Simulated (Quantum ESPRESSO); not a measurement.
Checking a run of Quantum ESPRESSO on YMg₆B (Amm2, 8 atoms in the cell). The aim is a self-consistent single point with DFT, LDA (PZ), plane waves, GBRV 1.5 ultrasoft (LDA) pseudopotentials.

Cell that was meant: a = 4.5802 Å, b = 7.1683 Å, c = 7.1683 Å, α = 46.76°, β = 90.00°, γ = 90.00°.

Part of the input:

```fortran
 nat = 8,
 ntyp = 3,
 ecutwfc = 40,
 ecutrho = 80,
 occupations = 'smearing',
 smearing = 'marzari-vanderbilt',
 degauss = 0.0147,
```

Log, with long lists cut:

```
     Message from routine set_cutoff:
     ecutrho < 4*ecutwfc, are you sure?
     Message from routine setup:
   [... lines left out ...]
                       cart. coord. in units 2pi/alat
        k(    1) = (   0.0000000   0.0000000   0.0000000), wk =   0.0160000
        k(    2) = (   0.0000000  -0.1610065   0.0696109), wk =   0.0640000
        k(    3) = (   0.0000000  -0.3220130   0.1392219), wk =   0.0640000
   [... 24 lines left out ...]

     Dense  grid:    13985 G-vectors     FFT dimensions: (  25,  40,  40)

     Initial potential from superposition of free atoms

     starting charge      72.1948, renormalised to      74.0000
     Self-consistent Calculation

     iteration #  1     ecut=    40.00 Ry     beta= 0.70

     total energy              =    -848.75811350 Ry
     estimated scf accuracy    <       1.44028228 Ry

     iteration #  2     ecut=    40.00 Ry     beta= 0.70

     total energy              =    -848.79841800 Ry
     estimated scf accuracy    <       3.64316248 Ry

     iteration #  3     ecut=    40.00 Ry     beta= 0.70

     total energy              =    -849.39928125 Ry
     estimated scf accuracy    <       0.18153034 Ry

   [... 9 blocks of this kind left out ...]

     iteration # 13     ecut=    40.00 Ry     beta= 0.70

     total energy              =    -849.44090880 Ry
     estimated scf accuracy    <          1.6E-09 Ry

     iteration # 14     ecut=    40.00 Ry     beta= 0.70
     End of self-consistent calculation

     the Fermi energy is     6.3165 ev

!    total energy              =    -849.44090880 Ry
     estimated scf accuracy    <          4.6E-11 Ry
     smearing contrib. (-TS)   =       0.00041705 Ry
     internal energy E=F+TS    =    -849.44132586 Ry

     convergence has been achieved in  14 iterations

     Forces acting on atoms (cartesian axes, Ry/au):

     atom    1 type  1   force =     0.00000000    0.00000000   -0.00384892
     atom    2 type  2   force =     0.00000000   -0.00069483    0.00207305
     atom    3 type  2   force =     0.00000000    0.00069483    0.00207305
     atom    4 type  2   force =     0.00000000   -0.00052747    0.00366450
   [... lines left out ...]

     Total force =     0.009012     Total SCF correction =     0.000025

          total   stress  (Ry/bohr**3)                   (kbar)     P=      -20.38
  -0.00015172   0.00000000   0.00000000          -22.32        0.00        0.00
   0.00000000  -0.00013741  -0.00000000            0.00      -20.21       -0.00
   0.00000000   0.00000000  -0.00012646            0.00        0.00      -18.60

   JOB DONE.
```

**Question.** Is anything amiss in this input, and did it matter?

**Answer.** The run is not sound. The fault is a density cutoff or grid that is too coarse. The charge density holds wave vectors up to twice those of the orbitals (four times the energy cutoff), and augmentation charges need more still. To fix it, restore the density cutoff. The run converged in 14 iterations without an error; against the sound input the free energy goes down by 9.9 meV/atom, the pressure goes from -2.76 to -2.04 GPa and the largest force goes from 0.127 to 0.120 eV/Å.

An input that runs soundly differs in these lines (not the only fix; some lines may just follow from the change or write a value another way):
```diff
- ecutrho = 80,
+ ecutrho = 320,
```

With that input, the run converged in 14 iterations: free energy E − TS -11557.1528 eV; Fermi level (on the code's own zero) 6.31 eV; pressure -2.76 GPa; largest force (vector length) 0.127 eV/Å (DFT, LDA (PZ), plane waves, GBRV 1.5 ultrasoft (LDA) pseudopotentials).

On the sound input: the starting cell comes from a database of computed structures (which also holds hypothetical and non-ambient phases and stackings), without a prior relaxation at this level.
